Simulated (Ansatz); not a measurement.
Consider the following.

```
HfC
1.0
    3.23064     0.00000     0.00000
    1.61532     2.79782     0.00000
    1.61532    -0.93261     2.67201
Hf C
1 1
Direct
  0.00000   0.00000   0.00000
  0.00000   0.50000   0.50000
```

No spin polarisation.

The values are results of PBEsol (Ansatz, an electronic-structure program; PAW; 420 eV plane waves; no SOC), not measurements. Settings: 22×22×22 k-points, 0.1 eV Fermi–Dirac smearing.

Question: Predict the pressure and band gap.

Answer: 
* **Pressure (mean of the normal stresses, compression positive)**: 3.1 GPa
* **Band gap**: zero

The cells carry an imposed strain or load. Whether these cells are dynamically stable was not tested. All final runs are without spin polarisation. The cell was made from HfC in the rock salt structure (space group Fm-3m, No. 225) by this change: biaxial strain −0.83 %, plane normal [111], relaxed out of plane.
